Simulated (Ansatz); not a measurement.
A calculation on fluorite HfO₂ (high-temperature phase) returned lattice constant a 5.058 Å, bulk modulus 271 GPa, cohesive energy 7.74 eV/atom, band gap 4.30 eV.

For reference: bulk modulus 242 ± 16 GPa (measured, room temperature, no zero-point or thermal correction, nanocrystalline cubic HfO2, second-order Birch-Murnaghan; as tabulated in High-pressure structural stability, equation of state, and thermal expansion …).

Problem. Which level of theory produced these numbers?
A. RPBE (Ansatz, a quantum-chemistry and plane-wave program)
B. PBE-D3(BJ) (Ansatz)
C. rVV10 (Ansatz)
D. r²SCAN (Ansatz)

Solution. D, r²SCAN (Ansatz)

The others give: RPBE 5.133 Å, 232 GPa, 7.06 eV/atom, 3.81 eV; PBE-D3(BJ) 5.072 Å, 254 GPa, 7.83 eV/atom, 3.78 eV; rVV10 5.120 Å, 246 GPa, 7.79 eV/atom, 3.64 eV.

Unless a cell is named, each level is at its own relaxed cell (PBE-D3(BJ) 10.88, r²SCAN 10.79, RPBE 11.27, rVV10 11.18 Å³/atom).

Spin–orbit coupling is included only where a level's name says +SOC; with heavier elements it mostly lowers gaps and can invert bands. Density-functional gaps are differences of (generalised) Kohn–Sham levels.

Caveats: symmetry holds this phase in the static calculation, where it need not be a minimum (RPBE, PBE-D3(BJ), rVV10, r²SCAN). Ansatz's density-functional and Hartree–Fock values are scalar-relativistic unless marked +SOC, with PAW data made under PBE.
